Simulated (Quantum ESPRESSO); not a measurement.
# Parameter sweep on TiAl (P1, 2 atoms in the cell)

```
CELL_PARAMETERS angstrom
      2.81075     0.00000     0.00000
      0.00000     2.81075     0.00000
      0.00000     0.00000     4.06642
ATOMIC_POSITIONS crystal
  Ti 0.51689 0.51392 0.50897
  Al 0.98311 0.98608 0.99103
```

Base run A: LDA (PZ), GBRV 1.5 ultrasoft (LDA) pseudopotentials run with Quantum ESPRESSO 7.5, self-consistent single point.

Its settings: ecutwfc = 50 Ry; ecutrho = 400 Ry; occupations = smearing; smearing = cold; degauss = 0.0073499 Ry; potentials = {Ti: ti_lda_v1.4.uspp.F.UPF, Al: al_lda_v1.uspp.F.UPF}; K_POINTS = automatic 12 12 8 0 0 0; conv_thr = 1e-10 Ry; mixing_beta = 0.7.

The starting cell comes from a database of computed structures (which also holds hypothetical and non-ambient phases and stackings), without a prior relaxation at this level. Its atoms were displaced at random from the sites of space group no. 123. Spin polarisation is off. In the base run, with a pressure of about -5 GPa the cell is away from its equilibrium volume at this level.

ΔF is the free energy per atom less that of run A. 

Run A gave: pressure (GPa) -5.13; largest force (eV/Å) 0.660; TS (meV/atom) -0.9; k-points 580.

Runs:
- B: degauss, K_POINTS = 0.002205 Ry, automatic 9 9 7 0 0 0
- C: degauss, K_POINTS = 0.02205 Ry, automatic 9 9 7 0 0 0
- D: degauss, K_POINTS = 0.002205 Ry, automatic 11 11 8 0 0 0
- E: degauss, K_POINTS = 0.02205 Ry, automatic 11 11 8 0 0 0
- F: degauss, K_POINTS = 0.002205 Ry, automatic 12 12 8 0 0 0
- G: degauss, K_POINTS = 0.02205 Ry, automatic 12 12 8 0 0 0
- H: degauss, K_POINTS = 0.002205 Ry, automatic 13 13 9 0 0 0
- I: degauss, K_POINTS = 0.02205 Ry, automatic 13 13 9 0 0 0

Q: What does run E change against A?

A: The free energy stays essentially unchanged (within 1 meV/atom), the pressure stays near -5.16 GPa while the zz stress (positive for compression) goes from -4.87 to -4.56 GPa and the largest force hardly changes (0.660 to 0.657 eV/Å).

| run | ΔF (meV/atom) | pressure (GPa) | largest force (eV/Å) | TS (meV/atom) | k-points |
|---|---|---|---|---|---|
| A | 0.00 | -5.13 | 0.660 | -0.9 | 580 |
| B | 3.0 | -5.01 | 0.650 | 0.2 | 284 |
| C | 4.4 | -5.10 | 0.649 | -2.0 | 284 |
| D | -0.75 | -5.11 | 0.662 | 0.0 | 485 |
| E | 0.99 | -5.16 | 0.657 | -2.5 | 485 |
| F | -0.13 | -5.10 | 0.663 | 0.0 | 580 |
| G | 2.6 | -5.17 | 0.654 | -3.8 | 580 |
| H | 1.50 | -5.09 | 0.649 | 0.1 | 761 |
| I | 3.2 | -5.14 | 0.652 | -1.9 | 761 |
